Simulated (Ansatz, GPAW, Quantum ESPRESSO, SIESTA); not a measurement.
## MoW (Cmmm, 2 atoms in the cell) computed with different codes at matched settings

Self-consistent single point.

```
CELL_PARAMETERS angstrom
      1.56191    -2.20972     0.00000
      1.56191     2.20972     0.00000
      0.00000     0.00000     4.43724
ATOMIC_POSITIONS crystal
  Mo 0.00000 0.00000 0.00000
  W  0.50000 0.50000 0.50000
```

Shared settings, as Ansatz (an electronic-structure program) writes them: kpoints.mp_grid.grid = 10 10 6; scf.occupations.method = fermi_dirac; scf.occupations.width = 0.01 Ry. Potentials and cutoffs stand in the table.

```tsv
code	model	pressure (GPa)	cutoff
Ansatz	PBEsol, PAW files made with PBE	4.22	default
SIESTA	GGA PBEsol, numerical atomic orbitals DZP, PseudoDojo PBEsol standard norm-conserving potentials (rewritten from UPF to PSML)	3.59	grid 400 Ry
GPAW	PBEsol, GPAW PAW datasets PBEsol (made by gpaw-setup)	3.77	600 eV
Quantum ESPRESSO	PBEsol, SSSP 1.1.2 efficiency (PBE) pseudopotentials	4.84	60 Ry
```

On Ansatz's run: spin-orbit coupling is off. Spin polarisation is off.

The spread over the programs that give each value: pressure within 1.25 GPa.

SIESTA uses small atom-centred bases, whose incompleteness enters pressures, forces and empty levels differently from a plane-wave cutoff. Ansatz's pressure is given at a fixed set of plane waves, as the other plane-wave codes print theirs; with its correction for the finite basis it is 4.28 GPa.

The starting cell comes from a database of computed structures (which also holds hypothetical and non-ambient phases and stackings), without a prior relaxation at this level. Its lattice was rescaled by a random factor within 2.5 % of one.

Left out of this page: Elk and FLEUR (not drawn, or without a comparable value).

Keys are those of Ansatz 0.2.
